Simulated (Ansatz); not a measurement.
**GaAs (model structure, within 0.1 Å of P6₄22, No. 181, 6 atoms in the cell)**

These are LDA (Ansatz, a quantum-chemistry and plane-wave program, PAW) values and carry that method's errors.

Run with plane-wave cutoff 520 eV, 18×18×6 k mesh (along the axes of the cell as run), Fermi–Dirac smearing 0.05 eV, scalar-relativistic PAW data made under PBE.

Cell (relaxed at this level):

GaAs is taken in the hexagonal space group P6₄22 (No. 181), Pearson symbol hP6. Conventional cell: a = b = 3.981 Å, c = 8.700 Å, α = β = 90.00°, γ = 120.00°. Ga on 3c sees 4 As at 2.463 Å. As on 3d sees 4 Ga at 2.463 Å. (Neighbours: up to the widest gap in distance over summed covalent radii, below 1.35, at either atom; cation-cation and far metal-metal contacts left out.)

```yaml
band_gap: none
bulk_modulus: 78.8 GPa
```

Note: the bulk modulus is −V dP/dV from two relaxed cells at ±2 % in volume.

Spin–orbit coupling is not included.

It cost very roughly 8 core-minutes of CPU time.

A model structure was made by putting elements into a prototype or built by hand; it is no filed structure, need not be a known phase, and can be a saddle point held by its symmetry.
